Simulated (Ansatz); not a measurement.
**MgTe: response to strain**

The parent structure is MgTe in the wurtzite structure (space group P6_3mc, No. 186).

```yaml
crystal:
  lattice:
    - [4.56143, 0.00000, 0.00000]
    - [-2.28071, 3.95031, 0.00000]
    - [0.00000, 0.00000, 7.41192]
  atoms:
    - { symbol: Mg, position: [0.33333, 0.66667, 0.99959] }
    - { symbol: Mg, position: [0.66667, 0.33333, 0.49959] }
    - { symbol: Te, position: [0.33333, 0.66667, 0.37641] }
    - { symbol: Te, position: [0.66667, 0.33333, 0.87641] }
```

Cartesian axes are those of the cell as printed.

Strains are applied to the cell and any free atomic positions relax.

Level of theory: PBEsol (Ansatz, a program for electronic structure, PAW, spin-orbit coupling left out).

Notes on the quantities. energy relative to the base: free energy F; pressure: mean of the normal stresses, compression positive.

```csv
change,band gap,energy relative to the base,pressure,volume per atom,width of the top valence band
base,2.39 eV,0 meV/atom,-0.01 GPa,33.39 Å³,1.40 eV
uniaxial strain ε_zz = +0.60 %,2.36 eV,+0.2 meV/atom,-0.22 GPa,33.59 Å³,1.39 eV
uniaxial strain ε_zz = +1.20 %,…,…,…,33.79 Å³,1.40 eV
uniaxial strain ε_zz = +1.80 %,2.28 eV,+1.9 meV/atom,-0.63 GPa,33.99 Å³,1.40 eV
uniaxial strain ε_zz = +2.40 %,2.24 eV,+3.4 meV/atom,-0.83 GPa,34.19 Å³,1.41 eV
uniaxial strain ε_zz = +3.00 %,2.19 eV,+5.2 meV/atom,-1.02 GPa,34.39 Å³,1.42 eV
```

Problem. Complete the table.

Solution. 
- uniaxial strain ε_zz = +1.20 %, band gap: 2.32 eV
- uniaxial strain ε_zz = +1.20 %, energy relative to the base: +0.9 meV/atom
- uniaxial strain ε_zz = +1.20 %, pressure: -0.43 GPa

Spin-orbit coupling, missing from the scalar runs, can matter with Te. Semilocal Kohn–Sham gaps tend to fall short of experiment. Stability against distortions was not tested.
